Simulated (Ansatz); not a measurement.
The parent structure is Be in the hcp (Mg type) structure (space group P6_3/mmc, No. 194; a = 2.263 Å, c = 3.566 Å; relaxed with 0.1 eV smearing). Axes: x lies along a and z along c of the hexagonal cell.

Method: Ansatz (a program for electronic structure), PBE, PAW, cutoff 420 eV, no spin-orbit coupling.

Strains are applied to the cell and any free atomic positions relax; under biaxial strain the out-of-plane vector relaxes too.

One change was made to it. Results:

The pressure (mean of the normal stresses, compression positive) goes from zero to -2.2 GPa; the shortest interatomic distance grows by 0.0068 Å (2.211 Å → 2.217 Å).

### Question
Which of these changes matches the shifts?
(A) biaxial strain +1.50 %, plane normal [001], relaxed out of plane
(B) biaxial strain −3.00 %, plane normal [001], relaxed out of plane
(C) biaxial strain +1.00 %, plane normal [001], relaxed out of plane
(D) biaxial strain −0.50 %, plane normal [001], relaxed out of plane
(E) biaxial strain +0.50 %, plane normal [001], relaxed out of plane

### Answer
C, biaxial strain +1.00 %, plane normal [001], relaxed out of plane. For comparison, the pressure in the other runs: biaxial strain +0.50 %, plane normal [001], relaxed out of plane gives -1.1 GPa; biaxial strain −3.00 %, plane normal [001], relaxed out of plane gives 7.9 GPa; biaxial strain −0.50 %, plane normal [001], relaxed out of plane gives 1.2 GPa; biaxial strain +1.50 %, plane normal [001], relaxed out of plane gives -3.2 GPa.

Whether these cells are dynamically stable was not tested.
